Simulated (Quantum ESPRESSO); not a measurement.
Quantum ESPRESSO run on Mg3ZrO4 (Pm-3m, 8 atoms in the cell): self-consistent single point.

Level of theory: PBEsol, PseudoDojo standard norm-conserving (PBESOL) pseudopotentials (plane waves; Quantum ESPRESSO).

```yaml
crystal:
  lattice:
    - [4.44884, 0.00000, 0.00000]
    - [0.00000, 4.44884, 0.00000]
    - [0.00000, 0.00000, 4.44884]
  atoms:
    - { symbol: Mg, position: [0.00000, 0.50000, 0.50000] }
    - { symbol: Mg, position: [0.50000, 0.00000, 0.50000] }
    - { symbol: Mg, position: [0.50000, 0.50000, 0.00000] }
    - { symbol: Zr, position: [0.00000, 0.00000, 0.00000] }
    - { symbol: O, position: [0.50000, 0.00000, 0.00000] }
    - { symbol: O, position: [0.00000, 0.50000, 0.00000] }
    - { symbol: O, position: [0.00000, 0.00000, 0.50000] }
    - { symbol: O, position: [0.50000, 0.50000, 0.50000] }
```

Reference input (self-consistent single point, DFT, PBEsol, plane waves, PseudoDojo standard norm-conserving (PBESOL) pseudopotentials): ecutwfc = 85 Ry; occupations = smearing; smearing = marzari-vanderbilt; degauss = 0.019992 Ry; potentials = {Mg: Mg.upf, Zr: Zr.upf, O: O.upf}; K_POINTS = automatic 6 6 6 0 0 0; conv_thr = 1e-10 Ry; mixing_beta = 0.7. This run's input differs from it in these lines:

```diff
@@ -12,3 +12,3 @@
    ntyp = 3
-   ecutwfc = 85
+   ecutwfc = 59
    occupations = 'smearing'
```

Log, with long lists cut:

```
     Self-consistent Calculation

     iteration #  1     ecut=    59.00 Ry     beta= 0.70

     total energy              =    -588.83493809 Ry
     estimated scf accuracy    <       1.36129019 Ry

     iteration #  2     ecut=    59.00 Ry     beta= 0.70

     total energy              =    -589.07450020 Ry
     estimated scf accuracy    <       2.05291784 Ry

     iteration #  3     ecut=    59.00 Ry     beta= 0.70

     total energy              =    -589.46291797 Ry
     estimated scf accuracy    <       0.05861349 Ry

   [... 7 blocks of this kind left out ...]

     iteration # 11     ecut=    59.00 Ry     beta= 0.70

     total energy              =    -589.47854834 Ry
     estimated scf accuracy    <          2.4E-10 Ry

     iteration # 12     ecut=    59.00 Ry     beta= 0.70
     End of self-consistent calculation

     the Fermi energy is    13.6026 ev

!    total energy              =    -589.47854834 Ry
     estimated scf accuracy    <          2.3E-12 Ry
     smearing contrib. (-TS)   =      -0.00003320 Ry
     internal energy E=F+TS    =    -589.47851514 Ry

     convergence has been achieved in  12 iterations

     Forces acting on atoms (cartesian axes, Ry/au):

     atom    1 type  1   force =     0.00000000    0.00000000    0.00000000
   [... zero for the other atoms too ...]

     Total force =     0.000000     Total SCF correction =     0.000000

          total   stress  (Ry/bohr**3)                   (kbar)     P=     -429.40
  -0.00291900   0.00000000   0.00000000         -429.40        0.00        0.00
   0.00000000  -0.00291900   0.00000000            0.00     -429.40        0.00
   0.00000000   0.00000000  -0.00291900            0.00        0.00     -429.40

   JOB DONE.
```

The run converged in 12 iterations. Against the reference run the free energy rises by 324 meV/atom and the pressure goes from -5.88 to -42.94 GPa. The full log also holds: “c_bands:  1 eigenvalues not converged”.

The starting cell comes from a database of computed structures (which also holds hypothetical and non-ambient phases and stackings), without a prior relaxation at this level. At the lowered cutoff the pressure carries the error of an incomplete plane-wave basis.

Cost on one core of a shared machine: roughly 80 s.
